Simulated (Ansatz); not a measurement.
GaP under load (space group I-4m2), r2SCAN with spin-orbit coupling, rigid bands in Ansatz (a program for electronic structure). Condition of this run: uniaxial stress along [001] of 4.2 GPa (compression positive) (the target of the relaxation). Band gap 1.18 eV, N_c = 1.13e19 cm⁻³ and N_v = 4.19e18 cm⁻³ at 300 K, conductivity masses along y (a = (0.00, 2.76, 2.59) Å; b = (2.76, 0.00, 2.59) Å; c = (2.76, 2.76, 0.00) Å) of 0.239 mₑ (electrons) and 0.394 mₑ (holes). Take k_BT = 0.02585 eV.

What built-in voltage has an abrupt junction with N_A = 1e16 and N_D = 1e17 cm⁻³, all dopants ionised?

V_bi = E_g/e − (k_BT/e) ln(N_c N_v/(N_A N_D)) = 1.18 − 0.02585 × 10.77 = 0.90 V, for the computed gap.

A film of it is 5 nm thick, with its normal along the direction named. Estimate the confinement energies in an infinite well.

ħ²π²/(2m t²) = 0.376 eV·nm²/(m/mₑ × t²) gives 62.9 meV for electrons and 38.2 meV for holes, so the gap would widen to about 1.28 eV. Finite barriers and nonparabolic bands lower this, and with several valleys or bands the heaviest mass along the normal sets the lowest level, not this average.

Find the intrinsic carrier density and the intrinsic Fermi level.

n_i = √(N_c N_v) exp(−E_g/2k_BT) = 6.88e18 × exp(−22.82) = 8.4e8 cm⁻³. The level lies (k_BT/2) ln(N_v/N_c) = -13 meV from mid-gap (positive towards the conduction band). Each 0.1 eV added to the gap lowers n_i by a factor of 6.9.

Rigid bands with the computed gap; masses take one relaxation time for all states. Geometry: cell and atoms relaxed with PBEsol.
